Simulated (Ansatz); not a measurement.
Pressure series in ZnCu2SnSe4

Consider ZnCu2SnSe4 (space group I-42m, No. 121).

```
ZnCu2SnSe4
1.0
   -2.84479     2.84479     5.70797
    2.84479    -2.84479     5.70797
    2.84479     2.84479    -5.70797
Zn Cu Sn Se
1 2 1 4
Direct
  0.00000   0.00000   0.00000
  0.75000   0.25000   0.50000
  0.25000   0.75000   0.50000
  0.50000   0.50000   0.00000
  0.62456   0.62456   0.51761
  0.37544   0.89305   0.00000
  0.10695   0.10695   0.48239
  0.89305   0.37544   0.00000
```

Cell and atoms are relaxed at each pressure.

Method: Ansatz (a program for electronic structure), r2SCAN, PAW, cutoff 500 eV, spin-orbit coupling left out, earlier PAW set.

Before the change:

```
Property  Result
--------  ------
Band gap    zero
```

Task: The aim is a band gap between 0.58 eV and 0.64 eV. Which of these changes reaches it?
A. pressure 30 GPa
B. pressure 50 GPa
C. pressure 15 GPa

Result: A, pressure 30 GPa. It gives 0.62 eV; pressure 50 GPa gives 0.86 eV; pressure 15 GPa gives 0.35 eV. Changes not listed may reach it too

Load acts through the strain it causes; cell and atoms are relaxed under it. No phonon test of stability was made. No other phases were tried under pressure. The final runs are not spin-polarised. A zero or small gap of ZnCu2SnSe4 can be the functional's error rather than a property of the material.
